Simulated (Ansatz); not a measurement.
# TaRe3 (model structure, started from the D022 type, I4/mmm, No. 139, 4 atoms in the cell)

Method: LDA in Ansatz (plane waves, PAW).

Settings: plane-wave cutoff 520 eV, 20×20×20 k mesh, Fermi–Dirac smearing 0.05 eV, no spin polarisation, scalar-relativistic PAW data made under PBE.

Cell (relaxed at this level):

Re3Ta has the tetragonal space group I4/mmm (No. 139), Pearson symbol tI8. Lattice parameters: a = b = 3.919 Å, c = 7.858 Å, α = β = γ = 90.00°. Re1 on 2b is coordinated by 4 Ta at 2.771 Å and 8 Re at 2.775 Å (cuboctahedral). Re2 on 4d has 8 Re at 2.771–2.775 Å and 4 Ta at 2.775 Å (cuboctahedral). Ta on 2a has 12 Re at 2.771–2.775 Å (cuboctahedral). (Neighbours: up to the widest gap in distance over summed covalent radii, below 1.35, at either atom.)
(The calculation used a cell of 4 atoms; values per cell refer to that cell.)

```
Quantity        Value
------------  -------
bulk modulus  343 GPa
```

Note: the run has no spin polarisation, so it can have missed a magnetic state; the bulk modulus is −V dP/dV from two relaxed cells at ±2 % in volume; the relaxation could raise the start's symmetry but not lower it, so the cell can be a saddle point.

Spin–orbit coupling is not included.

The computed numbers hold no vibrational or temperature effects.

Cost on a shared machine: around 5 core-minutes (rough).

A model structure was made by putting elements into a prototype or built by hand; it is no filed structure, need not be a known phase, and can be a saddle point held by its symmetry.

Ansatz is a program for electronic structure.
